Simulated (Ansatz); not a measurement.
```yaml
crystal:
  lattice:
    - [0.04380, 2.56121, 2.56121]
    - [2.56121, 0.04380, 2.56121]
    - [2.60501, 2.60501, 0.00000]
  atoms:
    - { symbol: Sr, position: [0.00000, 0.00000, 0.00000] }
    - { symbol: O, position: [0.50000, 0.50000, 0.50000] }
```

No spin polarisation.

Computed with PBEsol (Ansatz, a first-principles code, PAW, without spin-orbit coupling). Γ-centred 11×11×11 mesh, Fermi–Dirac width 0.05 eV.

Q: Predict the band gap, valence-band top at Γ and gap character.

A: The band gap is 3.15 eV, the valence-band top at Γ (three highest levels, from the VBM) comes out as 0.00, -0.04, -0.07 eV and the gap character comes out as indirect, Γ → X.

The cells carry an imposed strain or load. Whether these cells are dynamically stable was not tested. The cell was made from SrO in the rock salt structure (space group Fm-3m, No. 225) by this change: tensor shear ε_xy = +1.71 %.
